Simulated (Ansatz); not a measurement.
The parent structure is HfN in the rock salt structure (space group Fm-3m, No. 225; a = 4.502 Å).

Structures relaxed with Kohn–Sham DFT with the PBEsol functional, run in Ansatz (a program for electronic structure) with PAW and 420 eV plane waves, no SOC.

Base:

Simulated powder pattern, Cu Kα, λ = 1.54184 Å (kinematic, ideal powder, no thermal factors, no anomalous dispersion; the 10 strongest lines at most, above 2 %, up to 2θ = 90°):

| 2θ (°) | I/Imax (%) | hkl |
|---|---|---|
| 34.51 | 100 | (111) |
| 40.06 | 68 | (200) |
| 57.94 | 46 | (220) |
| 69.22 | 44 | (311) |
| 72.78 | 16 | (222) |
| 86.47 | 7.7 | (400) |

After one change:

Simulated powder pattern, Cu Kα, λ = 1.54184 Å (kinematic, ideal powder, no thermal factors, no anomalous dispersion; the 10 strongest lines at most, above 2 %, up to 2θ = 90°):

| 2θ (°) | I/Imax (%) |
|---|---|
| 34.55 | 100 |
| 40.10 | 68 |
| 58.01 | 46 |
| 69.30 | 44 |
| 72.86 | 16 |
| 86.59 | 7.7 |

Task: Which of these changes matches the shifts?
(A) pressure 15 GPa
(B) pressure 22.5 GPa
(C) pressure 9 GPa
(D) pressure 0.9 GPa

Result: D, pressure 0.9 GPa. Its volume per atom is 11.37 Å³ against 11.40 Å³, and its space group is Fm-3m (No. 225).

Load acts through the strain it causes; cell and atoms are relaxed under it. No phonon test of stability was made. Competing high-pressure phases were not computed. All final runs are without spin polarisation. An odd electron count without spin: HfN.
